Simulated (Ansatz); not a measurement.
Base system: Tl in the hcp (Mg type) structure (space group P6_3/mmc, No. 194).

Space group P6₃/mmc (No. 194); a = b = 3.4583 Å, c = 5.5234 Å, α = β = 90.00°, γ = 120.00°

```json
[
 {"atom": "Tl", "site": "2d", "symmetry": "-6m2", "x": "0.6667", "y": "0.3333", "z": "0.2500"}
]
```

Calculations: plane-wave PAW DFT at the PBEsol level (Ansatz, a quantum-chemistry and plane-wave program, 420 eV), no SOC.

Base values:

The volume per atom is 28.60 Å³ and the c/a ratio is 1.597.

The change: every Tl is replaced by Bi, then cell and atoms are relaxed.

Q: How does this affect the volume per atom?

A: The volume per atom rises by 1.47 Å³ to 30.07 Å³.

Q: What does the calculation give for the c/a ratio after the change?

A: The c/a ratio rises by 0.058 (1.597 → 1.655).

No phonon test of stability was made. This is not the structure that Bi has at room temperature and ambient pressure.
